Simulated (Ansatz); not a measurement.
AlB2-type ZrB2: PBE at its full settings (plane-wave cutoff 520 eV, 24×24×16 k mesh (along the axes of the cell as run), Fermi–Dirac smearing 0.05 eV, scalar-relativistic PAW data made under PBE) and at cheaper ones, in a cell of 3 atoms with Γ-centred meshes.

```json
[
 {"level and setting": "PBE (Ansatz)", "lattice constant a (Å)": "3.171", "lattice parameter c (Å)": "3.542", "bulk modulus (GPa)": "238"},
 {"level and setting": "PBE (200 eV cutoff) (Ansatz)", "lattice constant a (Å)": "3.192", "lattice parameter c (Å)": "3.576", "bulk modulus (GPa)": "215"},
 {"level and setting": "PBE (250 eV cutoff) (Ansatz)", "lattice constant a (Å)": "3.173", "lattice parameter c (Å)": "3.568", "bulk modulus (GPa)": "237"},
 {"level and setting": "PBE (300 eV cutoff) (Ansatz)", "lattice constant a (Å)": "3.172", "lattice parameter c (Å)": "3.542", "bulk modulus (GPa)": "240"},
 {"level and setting": "PBE (Γ point alone) (Ansatz)", "lattice constant a (Å)": "3.290", "lattice parameter c (Å)": "3.548", "bulk modulus (GPa)": "102"},
 {"level and setting": "PBE (2×2×2 k mesh) (Ansatz)", "lattice constant a (Å)": "___", "lattice parameter c (Å)": "___", "bulk modulus (GPa)": "___"},
 {"level and setting": "PBE (4×4×4 k mesh) (Ansatz)", "lattice constant a (Å)": "3.162", "lattice parameter c (Å)": "3.564", "bulk modulus (GPa)": "238"},
 {"level and setting": "PBE (6×6×6 k mesh) (Ansatz)", "lattice constant a (Å)": "3.177", "lattice parameter c (Å)": "3.532", "bulk modulus (GPa)": "237"},
 {"level and setting": "PBE (Fermi-Dirac smearing of 0.3 eV) (Ansatz)", "lattice constant a (Å)": "3.173", "lattice parameter c (Å)": "3.543", "bulk modulus (GPa)": "236"}
]
```

Q: Fill in the missing entries.

A: 
- PBE (2×2×2 k mesh) (Ansatz, a program for electronic structure), lattice constant a (Å): 3.211
- PBE (2×2×2 k mesh) (Ansatz), lattice parameter c (Å): 3.448
- PBE (2×2×2 k mesh) (Ansatz), bulk modulus (GPa): 243

Largest shifts from the full settings: lattice constant a +3.75 % (PBE (Γ point alone)), against a difference of +0.03 % of the full result from the reference 3.17 Å (measured, room temperature, not corrected to a static lattice; as tabulated in Zhang et al. (2020), arXiv:1911.03307); lattice parameter c -2.65 % (PBE (2×2×2 k mesh)), against a difference of +0.28 % of the full result from the reference 3.532 Å (measured, room temperature, no zero-point or thermal correction; as tabulated in Zhang et al. (2020), arXiv:1911.03307); bulk modulus -57 % (PBE (Γ point alone)).

Ansatz's density-functional and Hartree–Fock values are scalar-relativistic unless marked +SOC, with PAW data made under PBE.

Run with cheap settings on purpose, which may leave them unconverged: PBE (200 eV cutoff), PBE (250 eV cutoff), PBE (2×2×2 k mesh), PBE (300 eV cutoff), PBE (4×4×4 k mesh), PBE (6×6×6 k mesh), PBE (Fermi-Dirac smearing of 0.3 eV), PBE (Γ point alone).
